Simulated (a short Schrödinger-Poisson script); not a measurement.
Stack: symmetric double-gate stack, SiO2 on p-type Si(100), at 400 K.

| layer | material | thickness (nm) | Na (cm⁻³) |
|---|---|---|---|
| 1 | SiO2 | 3.4 | - |
| 2 | Si | 14 | 6e17 |
| 3 | SiO2 | 3.4 | - |

Constants are typed, rounded textbook-type inputs, not results; the design itself was drawn at random and stands for no fabricated device. SiO2: permittivity 3.9, conduction-band edge (eV) 3.15, gap (eV) 9, electron mass (mₑ) 0.5. Si: permittivity 11.7, conduction-band edge (eV) 0, gap (eV) 1.124, Nv at 300 K (cm⁻³) 3.1e19.

Channel valleys (confinement mass, in-plane density-of-states mass, number): Δ2 0.916, 0.19, 2; Δ4 0.19, 0.417, 4. At the gates, both at one voltage, the conduction-band edge of layer 1 lies 3.65 eV − eVg above the Fermi level of the channel. Gaps are held at their typed values at every temperature. Mesh 0.03 nm at interfaces.

Solved with a short Schrödinger-Poisson script written for these runs: 1D Poisson equation in equilibrium, electrons quantum, Hartree (BenDaniel-Duke, 12 states a valley, the channel's in-plane mass for all, wave functions ending at the dielectric), parabolic valleys, classical holes, full ionisation, no traps, pinning or gate leakage.

The same stack at other levels of the model or other numerical settings:

| run | sheet density of all electrons at Vg = 2.7 V (cm⁻²) | sheet density of all electrons at Vg = 0.9 V (cm⁻²) | capacitance of both gates at Vg = 2.7 V (μF/cm²) | rough cost against the base |
|---|---|---|---|---|
| base | 2.36e13 | 4.08e12 | 1.81 | about 1 |
| electrons treated as classical, Boltzmann | ___ | 4.64e12 | 1.96 | 0.04 |
| electrons treated as classical, Fermi-Dirac | ___ | 4.61e12 | ___ | 0.1 |
| mesh six times as coarse | 2.36e13 | 4.08e12 | 1.81 | 0.3 |

Question: Complete the blanks.

Answer: 
- electrons treated as classical, Boltzmann, sheet density of all electrons at Vg = 2.7 V (cm⁻²): 2.60e13
- electrons treated as classical, Fermi-Dirac, capacitance of both gates at Vg = 2.7 V (μF/cm²): 1.91
- electrons treated as classical, Fermi-Dirac, sheet density of all electrons at Vg = 2.7 V (cm⁻²): 2.56e13

The classical rows ignore confinement, and Boltzmann statistics overrate the density once the band edge passes the Fermi level.
